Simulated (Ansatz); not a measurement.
The structure below was relaxed with Kohn–Sham DFT with the PBE-D3(BJ) functional, run in Ansatz (a program for electronic structure) with PAW and 420 eV plane waves, spin-orbit coupling left out.

Space group P6₃/mmc (No. 194); a = b = 3.1493 Å, c = 12.0897 Å, α = β = 90.00°, γ = 120.00°

```json
[
 {"atom": "Mo", "site": "2c", "symmetry": "-6m2", "x": "0.3333", "y": "0.6667", "z": "0.2500"},
 {"atom": "S", "site": "4f", "symmetry": "3m.", "x": "0.6667", "y": "0.3333", "z": "0.1205"}
]
```

### Question
Write out a cell with all atoms.

### Answer
```cif
data_Mo2S4
_chemical_formula_sum 'Mo2 S4'
_space_group_name_H-M_alt 'P 1'
_space_group_IT_number 1
_cell_length_a 3.14933
_cell_length_b 3.14933
_cell_length_c 12.08970
_cell_angle_alpha 90.000
_cell_angle_beta 90.000
_cell_angle_gamma 120.000
loop_
_space_group_symop_operation_xyz
  'x, y, z'
loop_
_atom_site_label
_atom_site_type_symbol
_atom_site_fract_x
_atom_site_fract_y
_atom_site_fract_z
_atom_site_occupancy
Mo1 Mo 0.33333 0.66667 0.25000 1
Mo2 Mo 0.66667 0.33333 0.75000 1
S1 S 0.33333 0.66667 0.62048 1
S2 S 0.66667 0.33333 0.12048 1
S3 S 0.66667 0.33333 0.37952 1
S4 S 0.33333 0.66667 0.87952 1
```
This is the conventional cell.

No phonon test of stability was made. The cell was made from WS2 by this change: W → Mo.
